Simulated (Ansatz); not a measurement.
Amorphous Si₂₀P₄O₅₀, 74 atoms at 2.23 g/cm³, one PBE-relaxed geometry, zone centre. Methods: PBE, scalar-relativistic without spin-orbit coupling (Ansatz, a quantum-chemistry and plane-wave program); r2SCAN, scalar-relativistic without spin-orbit coupling (Ansatz); HSE06, scalar-relativistic without spin-orbit coupling (Ansatz). Plane waves to 420 eV (r2SCAN 500 eV); exact exchange is cut at the cell's faces. At PBE the levels at the filled edge of the gap are localised (band-tail or defect states), and the nearest spread-out levels lie 4.7 eV apart at the zone centre. The higher rungs were started with moments on some atoms, which died out.

Preparation: random packing, a CHGNet melt and quench, and a DFT relaxation. O atoms were pushed apart under 1.9 Å during the dynamics, to hinder bonds among them. The hot cell started wider than the set density and was brought back towards it in steps. It is the lowest in DFT energy of 2 quenches. It is a model cell: composition and starting density were chosen by hand, and all elements were melted together. No dispersion term was used. Its density started from a set value of 2.31 and ended at 2.23 g/cm³. The simulated quench (nominally 390 K/ps over its main leg) is rapid and tends to freeze in more defects than a deposited or slowly cooled glass has. One small periodic cell is one sample of the glass; other quenches scatter about these values. Volume and shape were free in the relaxation.

The relaxation ran on the zone centre alone. At PBE the level gap is 3.61 eV on a 2×2×2 Γ-centred mesh, and the spacing at the zone centre alone 3.61 eV.

Question: What zone-centre spacing does r2SCAN give, roughly?

Answer: 4.31 eV (+0.70 eV against PBE).

Question: What zone-centre spacing does HSE06 give, roughly?

Answer: 5.41 eV (+1.80 eV against PBE).

The highest filled and the lowest empty state spread over these numbers of atoms (participation numbers): PBE: 6.8 and 18.3; r2SCAN: 6.7 and 19.9; HSE06: 6.0 and 20.1.
